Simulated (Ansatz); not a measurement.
The starting structures come from a database of crystals and need not be the phases stable at ambient conditions.

 Where the default PAW files enter, the runs use the earlier of Ansatz's two default sets.

Inside the gap of an insulator the Bloch states are evanescent, with a wavenumber k + iκ along the transport direction.

Consider the following.

```yaml
crystal:
  lattice:
    - [3.95164, 0.00000, 0.00000]
    - [0.00000, 5.64558, 0.00000]
    - [1.97582, 0.00000, 7.37141]
  atoms:
    - { symbol: La, position: [0.82802, 0.16912, 0.34396] }
    - { symbol: La, position: [0.17198, 0.66912, 0.65604] }
    - { symbol: Ta, position: [0.58521, 0.21620, 0.82958] }
    - { symbol: Ta, position: [0.41479, 0.71620, 0.17042] }
    - { symbol: O, position: [0.91293, 0.75025, 0.17414] }
    - { symbol: O, position: [0.08707, 0.25025, 0.82586] }
    - { symbol: O, position: [0.46950, 0.05896, 0.06100] }
    - { symbol: O, position: [0.53050, 0.55896, 0.93900] }
    - { symbol: O, position: [0.69908, 0.42345, 0.60184] }
    - { symbol: O, position: [0.30092, 0.92345, 0.39816] }
    - { symbol: O, position: [0.66356, 0.94863, 0.67288] }
    - { symbol: O, position: [0.33644, 0.44863, 0.32712] }
```

Space group of this cell: Cmc2_1. The cell is taken as given.

Transport runs along the normal of the first two printed cell vectors.

The gap is the functional's own, uncorrected, and κ follows it; spin-orbit coupling is left out. Mid-gap values are interpolated between the computed energies.

Question: State the band gap and the smallest decay constant κ at mid-gap according to r2SCAN (Ansatz, an electronic-structure program).

Answer: Gap 3.92 eV on a 8×6×8 mesh; κ = 0.379 1/Å, at the zone centre.
